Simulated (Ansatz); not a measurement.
## Thickness series in Mg2Si

Base system: Mg$_{2}$Si (space group Fm-3m, No. 225).

```yaml
crystal:
  lattice:
    - [0.00000, 3.16298, 3.16298]
    - [3.16298, 0.00000, 3.16298]
    - [3.16298, 3.16298, 0.00000]
  atoms:
    - { symbol: Si, position: [0.00000, 0.00000, 0.00000] }
    - { symbol: Mg, position: [0.25000, 0.25000, 0.25000] }
    - { symbol: Mg, position: [0.75000, 0.75000, 0.75000] }
```

Cartesian axes are those of the cell as printed.

Free-standing slabs (3 atom(s) a layer) normal to [111] with 15 Å of vacuum; in-plane cell held at bulk.

Method: PBEsol/PAW in Ansatz (a program for electronic structure), no SOC.

Notes on the quantities. excess energy per area of both faces: slab less bulk energy over the cell's area: twice a surface energy; uncertain by up to 0.2 J/m².

```json
[
 {"case": "base", "excess energy per area of both faces": "–", "shortest interatomic distance": "2.739 Å", "band gap": "0.12 eV"},
 {"case": "1 layer", "excess energy per area of both faces": "–", "shortest interatomic distance": "2.697 Å", "band gap": "0.76 eV"},
 {"case": "2 layers", "excess energy per area of both faces": "1.34 J/m²", "shortest interatomic distance": "2.666 Å", "band gap": "0.67 eV"},
 {"case": "3 layers", "excess energy per area of both faces": "1.3 J/m²", "shortest interatomic distance": "2.669 Å", "band gap": "0.48 eV"},
 {"case": "4 layers", "excess energy per area of both faces": "1.3 J/m²", "shortest interatomic distance": "2.669 Å", "band gap": "[?]"},
 {"case": "5 layers", "excess energy per area of both faces": "1.3 J/m²", "shortest interatomic distance": "2.669 Å", "band gap": "0.32 eV"},
 {"case": "6 layers", "excess energy per area of both faces": "1.3 J/m²", "shortest interatomic distance": "2.669 Å", "band gap": "0.28 eV"}
]
```

### Question
What belongs in the blanks?

### Answer

- 4 layers, band gap: 0.38 eV

The excess energy carries the mismatch between the slab's and the bulk's meshes. No phonon test of stability was made. The zero or small gap of Mg2Si can change with the level of theory.
